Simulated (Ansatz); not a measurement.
## GaN, response to strain

Start from GaN in the wurtzite structure (space group P6_3mc, No. 186; a = 3.1833 Å, c = 5.1839 Å). Axes: x lies along a and z along c of the hexagonal cell.

Strains are applied to the cell and any free atomic positions relax.

All numbers come from Ansatz (a first-principles code), r2SCAN, PAW, cutoff 500 eV, scalar-relativistic without spin-orbit coupling, earlier PAW set.

Candidates:
(a) isotropic strain −0.87 %
(b) strain tensor (xx, yy, zz, yz, xz, xy) = (+2.48, −0.35, −0.67, −0.15, +0.86, +1.12) %
(c) isotropic strain −0.69 %

Notes on the quantities. energy relative to the base: free energy F.

Question: Order them by energy relative to the base, highest first.

Answer: (b) strain tensor (xx, yy, zz, yz, xz, xy) = (+2.48, −0.35, −0.67, −0.15, +0.86, +1.12) % (+9.8 meV/atom), (a) isotropic strain −0.87 % (+4.9 meV/atom), (c) isotropic strain −0.69 % (+3.1 meV/atom)

Whether these cells are dynamically stable was not tested.
